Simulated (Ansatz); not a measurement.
Start from SnSe₂ in the CdI2 type structure (space group P-3m1, No. 164; layered, stacked along the Cartesian z axis).

```
CELL_PARAMETERS angstrom
      3.84018     0.00000     0.00000
     -1.92009     3.32569     0.00000
      0.00000     0.00000     6.00656
ATOMIC_POSITIONS crystal
  Sn 0.00000 0.00000 0.00000
  Se 0.33333 0.66667 0.26530
  Se 0.66667 0.33333 0.73470
```

Cartesian axes are those of the cell as printed.

Method: Ansatz (an electronic-structure program), PBE-D3(BJ), PAW, cutoff 420 eV, scalar-relativistic without spin-orbit coupling.

For the base:

- Smallest direct gap: 0.82 eV
- Pressure: 0.00 GPa

One thing is altered: biaxial strain −2.00 %, plane normal [001], relaxed out of plane (Cartesian); in-plane vectors clamped, the third vector and the atoms free.

Problem. What does the calculation give for the smallest direct gap, pressure and out-of-plane strain after the change?

Solution. The smallest direct gap grows by 0.33 eV, from 0.82 eV to 1.15 eV; the pressure (mean of the normal stresses, compression positive) goes from zero to 1.64 GPa; the out-of-plane strain comes out as +2.09 %.

No phonon test of stability was made.
